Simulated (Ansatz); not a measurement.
Ansatz (a program for electronic structure) run on Lu3TlC (P4mm, 5 atoms in the cell): self-consistent single point.

Method of the run: LDA (PW92), harder PAW files (source: ansatz) made with PBE (plane waves; Ansatz).

```
Lu3TlC
1.0
    4.73183     0.00000     0.00000
    0.00000     4.73183     0.00000
    0.00000     0.00000     4.73183
Lu Tl C
3 1 1
Direct
  0.50000   0.00000   0.50000
  0.01057   0.50000   0.50000
  0.50000   0.50000   0.00000
  0.00000   0.00000   0.00000
  0.50000   0.50000   0.50000
```

Reference input (self-consistent single point, DFT, LDA (PW92), plane waves, default PAW files made with PBE): basis.ecutwfc = 420 eV; kpoints.mp_grid.grid = 5 5 5; hamiltonian.xc = lda; hamiltonian.pseudopotentials = {kind: paw} (the program's default PAW files); scf.occupations.method = gaussian; scf.occupations.width = 0.1 eV. This run's input differs from it in these lines:

Ansatz 0.2 input:
```diff
@@ -13,3 +13,3 @@
 basis:
-  ecutwfc: 420.0 eV
+  ecutwfc: 1640.0 eV
 kpoints:
@@ -21,2 +21,3 @@
     kind: paw
+    source: ansatz
 scf:
```

The program printed (abridged):

```
SCF iter   1: F=—  HF=-58021.747624 eV  |F-HF|=—  |Δ(HF+E_count)|=         —  Δρ=7.06e-2  dr2=9.58e0  ethr=3.10e-3  ⟨swp⟩=7.1  Hψ=4041  notcnv=0  defer=4
all-band conjugate gradients solve this SCF's bands
preconditioner: auto → Kerker (q_TF=auto, 2.702 Å⁻¹)
SCF iter   2: F=—  HF=-58019.872491 eV  |F-HF|=—  |Δ(HF+E_count)|=    1.88e0  Δρ=2.85e-2  dr2=1.87e0  ethr=3.10e-3  ⟨swp⟩=4.0  Hψ=2117  notcnv=0  defer=60
   [... lines left out ...]
SCF iter   8: F=—  HF=-58019.362501 eV  |F-HF|=—  |Δ(HF+E_count)|=   6.53e-5  Δρ=1.37e-4  dr2=1.32e-5  ethr=2.64e-7  ⟨swp⟩=2.0  Hψ=1615  notcnv=0  defer=54
SCF iter   9: F=—  HF=-58019.362879 eV  |F-HF|=—  |Δ(HF+E_count)|=   3.78e-4  Δρ=1.55e-4  dr2=1.37e-5  ethr=1.32e-8  ⟨swp⟩=2.0  Hψ=1952  notcnv=0  defer=54
SCF iter  10: F=—  HF=-58019.362871 eV  |F-HF|=—  |Δ(HF+E_count)|=   8.69e-6  Δρ=2.31e-5  dr2=5.30e-7  ethr=1.32e-8  ⟨swp⟩=2.0  Hψ=1863  notcnv=0  defer=54
SCF iter  11: F=-58019.362870 eV  HF=-58019.362870 eV  |F-HF|=2.58e-8  |Δ(HF+E_count)|=   9.15e-8  Δρ=5.95e-6  dr2=4.49e-8  ethr=1.00e-10  ⟨swp⟩=16.1  Hψ=6336  notcnv=0
SCF 1 converged in 11 iterations: F = -58019.362870 eV  dr2 = 4.49e-8
Free energy (F): -58019.362870 eV
Internal energy: -58019.356031 eV  (E = F + TS)
E sigma→0 (E₀):  -58019.359451 eV
Entropy (-TS):   -0.006840 eV (-1.368 meV/atom)
Fermi energy:    14.884958 eV
--- Forces (eV/Å), atoms counted from 1 ---
  atom   1  Lu     0.16207059     0.00000000     0.00000000
  atom   2  Lu    -0.49479814     0.00000000     0.00000000
  atom   3  Lu     0.16207059     0.00000000     0.00000000
  atom   4  Tl     0.02899470     0.00000000     0.00000000
  atom   5  C      0.14170123    -0.00000000     0.00000000
--- Stress (GPa, compression-positive) ---
       -4.051701      -0.000000       0.000000
       -0.000000      -4.189720       0.000000
        0.000000       0.000000      -4.189720
  P = ⅓ Tr σ = -4.1437 GPa (-41.437 kbar)
  The stress holds the Pulay correction. Without it, at fixed plane waves, as pw.x and ABINIT print it: P = -4.1484 GPa
```

The run converged in 11 iterations. Against the reference run the pressure hardly changes (-4.19 to -4.14 GPa) and the largest force stays at 0.495 eV/Å.

The starting cell comes from a database of computed structures (which also holds hypothetical and non-ambient phases and stackings), without a prior relaxation at this level. Its lattice was rescaled by up to half a per cent. One atom was moved a little off its site on purpose. Ansatz's pressure includes its estimate of the finite-basis (Pulay) stress.

Cost on one core of a shared machine: roughly 80 s.
